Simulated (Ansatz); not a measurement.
The structure below was relaxed with PBEsol/PAW in Ansatz (an electronic-structure program), no spin-orbit coupling.

Space group R-3, hexagonal axes (No. 148); a = b = 4.912 Å, c = 19.446 Å, α = β = 90.00°, γ = 120.00°

```csv
atom,site,symmetry,x,y,z
Ti,6c,3.,0.0000,0.0000,0.1666
As,6c,3.,0.0000,0.0000,0.3968
O,18f,1,0.0090,0.3421,0.2252
```

Problem. Write out a cell with all atoms.

Solution. 
```
TiAsO3
1.0
    4.91192     0.00000     0.00000
   -2.45596     4.25385     0.00000
    0.00000     0.00000    19.44582
Ti As O
6 6 18
Direct
  0.66667   0.33333   0.16675
  0.00000   0.00000   0.16658
  0.33333   0.66667   0.50008
  0.66667   0.33333   0.49992
  0.00000   0.00000   0.83342
  0.33333   0.66667   0.83325
  0.33333   0.66667   0.26990
  0.33333   0.66667   0.06343
  0.00000   0.00000   0.60323
  0.00000   0.00000   0.39677
  0.66667   0.33333   0.93657
  0.66667   0.33333   0.73010
  0.33317   0.99104   0.22519
  0.33349   0.34229   0.10814
  0.00896   0.34213   0.22519
  0.65771   0.99120   0.10814
  0.65787   0.66683   0.22519
  0.00880   0.66651   0.10814
  0.99984   0.32438   0.55852
  0.00016   0.67562   0.44148
  0.67562   0.67546   0.55852
  0.32438   0.32454   0.44148
  0.32454   0.00016   0.55852
  0.67546   0.99984   0.44148
  0.66651   0.65771   0.89186
  0.66683   0.00896   0.77481
  0.34229   0.00880   0.89186
  0.99104   0.65787   0.77481
  0.99120   0.33349   0.89186
  0.34213   0.33317   0.77481
```
This is the conventional cell.

Stability against distortions was not tested. No Hubbard U is applied, and correlation can decide whether such a compound is a metal. The final runs are not spin-polarised. The cell was made from TiGeO3 by this change: Ge → As; the result is a hypothetical phase, not in the database extracts checked. No dispersion term is included in the PBEsol runs.
